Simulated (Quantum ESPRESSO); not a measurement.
Quantum ESPRESSO run on Ca2Nb2O6F (Fd-3m, 22 atoms in the cell): self-consistent single point.

Computed with LDA (PZ)+U, GBRV 1.5 ultrasoft (LDA) pseudopotentials (plane waves; Quantum ESPRESSO).

```
Ca2Nb2O6F
1.0
    0.00000     5.33166     5.33166
    5.33166     0.00000     5.33166
    5.33166     5.33166     0.00000
F O Nb Ca
2 12 4 4
Direct
  0.50000   0.50000   0.50000
  0.75000   0.75000   0.75000
  0.81790   0.18210   0.18210
  0.43210   0.06790   0.43210
  0.18210   0.81790   0.81790
  0.06790   0.43210   0.06790
  0.18210   0.81790   0.18210
  0.43210   0.43210   0.06790
  0.81790   0.18210   0.81790
  0.06790   0.06790   0.43210
  0.43210   0.06790   0.06790
  0.18210   0.18210   0.81790
  0.06790   0.43210   0.43210
  0.81790   0.81790   0.18210
  0.12500   0.12500   0.12500
  0.62500   0.12500   0.12500
  0.12500   0.12500   0.62500
  0.12500   0.62500   0.12500
  0.62500   0.62500   0.62500
  0.12500   0.62500   0.62500
  0.62500   0.62500   0.12500
  0.62500   0.12500   0.62500
```

Reference input (self-consistent single point, DFT, LDA (PZ), plane waves, GBRV 1.5 ultrasoft (LDA) pseudopotentials): ecutwfc = 40 Ry; ecutrho = 320 Ry; occupations = smearing; smearing = fd; degauss = 0.0099958 Ry; K_POINTS = automatic 4 4 4 0 0 0; conv_thr = 1e-10 Ry. This run's input differs from it in these lines:

```diff
@@ -56,2 +56,4 @@
    0.707106781     0.707106781     0.000000000
+HUBBARD {ortho-atomic}
+U Nb-4d 3
```

Output, abridged:

```
     Self-consistent Calculation

     iteration #  1     ecut=    40.00 Ry     beta= 0.70

     =================== HUBBARD OCCUPATIONS ===================
     ------------------------ ATOM   15 ------------------------
     Tr[ns( 15)] =   1.74798
     eigenvalues:
       0.131  0.131  0.140  0.236  0.236
   [... 3 blocks of this kind left out ...]

     Number of occupied Hubbard levels =    6.9919

     total energy              =   -1253.42758109 Ry
     estimated scf accuracy    <       9.42169567 Ry

     iteration #  2     ecut=    40.00 Ry     beta= 0.70

     total energy              =   -1251.45063119 Ry
     estimated scf accuracy    <      36.18138882 Ry

     iteration #  3     ecut=    40.00 Ry     beta= 0.70

     total energy              =   -1258.09672611 Ry
     estimated scf accuracy    <       1.18538480 Ry

   [... 9 blocks of this kind left out ...]

     iteration # 13     ecut=    40.00 Ry     beta= 0.70

     total energy              =   -1258.26380531 Ry
     estimated scf accuracy    <       0.00000002 Ry

     iteration # 14     ecut=    40.00 Ry     beta= 0.70
     End of self-consistent calculation

     =================== HUBBARD OCCUPATIONS ===================
     ------------------------ ATOM   15 ------------------------
     Tr[ns( 15)] =   3.17276
     eigenvalues:
       0.257  0.322  0.322  0.343  0.343

     Number of occupied Hubbard levels =   12.6910

     the Fermi energy is    11.2872 ev

!    total energy              =   -1258.26380531 Ry
     estimated scf accuracy    <          6.8E-11 Ry
     smearing contrib. (-TS)   =      -0.04697552 Ry
     internal energy E=F+TS    =   -1258.21682980 Ry

     Hubbard energy            =       0.95076301 Ry

     convergence has been achieved in  14 iterations

     Forces acting on atoms (cartesian axes, Ry/au):

     atom    1 type  1   force =     0.00000000   -0.00000000    0.00000000
   [... lines left out ...]

     Total force =     0.236580     Total SCF correction =     0.000007

          total   stress  (Ry/bohr**3)                   (kbar)     P=      -48.47
  -0.00032947  -0.00000000  -0.00000000          -48.47       -0.00       -0.00
  -0.00000000  -0.00032947  -0.00000000           -0.00      -48.47       -0.00
  -0.00000000  -0.00000000  -0.00032947           -0.00       -0.00      -48.47

   JOB DONE.
```

The run converged in 14 iterations. Against the reference run the pressure goes from -5.48 to -4.85 GPa and the largest force goes from 1.699 to 1.756 eV/Å.

The starting cell comes from a database of published, mostly measured structures (it also holds non-ambient and calculated ones), without a prior relaxation at this level. Its lattice was rescaled by a random factor within 2.5 % of one. Spin polarisation is off. The U value is a test value, and with U on an open shell several self-consistent states can exist. With a pressure of about -5 GPa the cell is away from its equilibrium volume at this level. Forces in this geometry exceed 1 eV/Å.

Cost on one core of a shared machine: roughly 10 min.
